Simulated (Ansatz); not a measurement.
ZrSeS (P3m1, No. 156, 3 atoms in the cell; start mp-1215215), treated with PBE0 in Ansatz (plane waves, PAW).

Input:

Ansatz 0.2 input:
```yaml
crystal:
  lattice:
    - [3.6854546728, 0.0, 0.0]
    - [-1.8427273364, 3.1916973711, 0.0]
    - [0.0, 0.0, 5.8867405218]
  atoms:
    - { symbol: Zr, position: [0.0, 0.0, 0.0135872813] }
    - { symbol: Se, position: [0.6666666667, 0.3333333333, 0.7337924109] }
    - { symbol: S, position: [0.3333333333, 0.6666666667, 0.2526203077] }
basis:
  ecutwfc: 460
  ecutrho_ratio: 4
  xc_grid: 2
kpoints:
  mp_grid: { grid: [9, 9, 4] }
  band_path: { path: [[0, 0, 0], [0.0, 0.5, 0.5]], npoints: 1 }
hamiltonian:
  xc: pbe0
  dispersion: none
  pseudopotentials: { kind: paw }
scf:
  occupations: { method: fermi_dirac, width: 0.01 }
  convergence: { dr2_threshold: 0.0000000003 }
output:
  forces: true
  stress: true
  eigenvalues: true
  write_bands: true
```

How many irreducible k-points, plane waves at Γ does the program set up, and what pressure does the run end with?

43 irreducible k-points, 1557 plane waves at Γ; P = 1.59 GPa, so the cell is compressed on average and its volume would grow at this level.

Output (set-up and result lines):

```
WARN output.stress: scf.exx.energy_threshold = 1e-6 eV is looser than the 3e-8 eV advised for a stress under a hybrid functional (1e-8 eV for each atom of the …
Crystal: 3 atoms, lattice volume = 69.245 Å³
Basis set: ecut = 460 eV, 1557 PW (Γ), exchange–correlation on 54×54×90 points (8 copies of the dense FFT grid, shifted against one another)
Bands: 21, of which v1, the nominal top of the filled ones, is band 17 counted from 1 (16 counted from 0)
Symmetry: 6 space group operations
Space group: P3m1 (ITA 156), of the structure as read, at distance tolerance 4.1e-5 Å
k-points: 43 of 324 (time reversal used)
Functional: x = pbe(κ = 0.804, μ = 0.2195149727645171), c = pbe(β = 0.06672455060314922), warm-up for x = 0.75 pbe(κ = 0.804, μ = 0.2195149727645171) + 0.25 exact, c = pbe(β = 0.06672455060314922)
SCF iter   1: F=—  HF=-10559.291795 eV  |F-HF|=—  |Δ(HF+E_count)|=         —  Δρ=1.81e-3  dr2=4.41e-3
SCF iter   2: F=—  HF=-10559.291858 eV  |F-HF|=—  |Δ(HF+E_count)|=   6.35e-5  Δρ=1.25e-3  dr2=2.54e-3
  ...
Crystal: 3 atoms, lattice volume = 69.245 Å³
Initial density: handed on by an earlier stage of this run
Functional: x = 0.75 pbe(κ = 0.804, μ = 0.2195149727645171) + 0.25 exact, c = pbe(β = 0.06672455060314922)
Crystal: 3 atoms, lattice volume = 69.245 Å³
Crystal: 3 atoms, lattice volume = 69.245 Å³
SCF iter   1: F=—  HF=-10563.768163 eV  |F-HF|=—  |Δ(HF+E_count)|=         —  Δρ=1.49e-6  dr2=8.51e-10
SCF iter   2: F=-10563.768163 eV  HF=-10563.768163 eV  |F-HF|=3.82e-11  |Δ(HF+E_count)|=  2.13e-10  Δρ=5.06e-7  dr2=1.86e-10
SCF 4 converged in 2 iterations: F = -10563.768163 eV  dr2 = 1.86e-10
Free energy (F): -10563.768163 eV
Internal energy: -10563.768163 eV  (E = F + TS)
E sigma→0 (E₀):  -10563.768163 eV
Fermi energy:    8.919465 eV
--- Forces (eV/Å), atoms counted from 1 ---
  atom   1  Zr    -0.00000000    -0.00000000    -0.13641592
  atom   2  Se     0.00000000     0.00000000     0.34111552
  atom   3  S     -0.00000000    -0.00000000    -0.20476541
--- Stress (GPa, compression-positive) ---
        1.810611      -0.000000       0.000000
        0.000000       1.810611       0.000000
        0.000000       0.000000       1.139027
  P = ⅓ Tr σ = 1.5867 GPa (15.867 kbar)
```

The PAW data were made under PBE.

Note: cell and atoms aren't relaxed at this level (largest force component 0.34 eV/Å, pressure 1.6 GPa). Note: the cell has widely spaced layers and the level no dispersion term, so their spacing and the moduli can rest on weak binding.

Cost on a shared machine: around 5 core-minutes (rough).

A start named mp-… is a Materials Project structure, which need not be a measured phase.

Ansatz is an electronic-structure program.
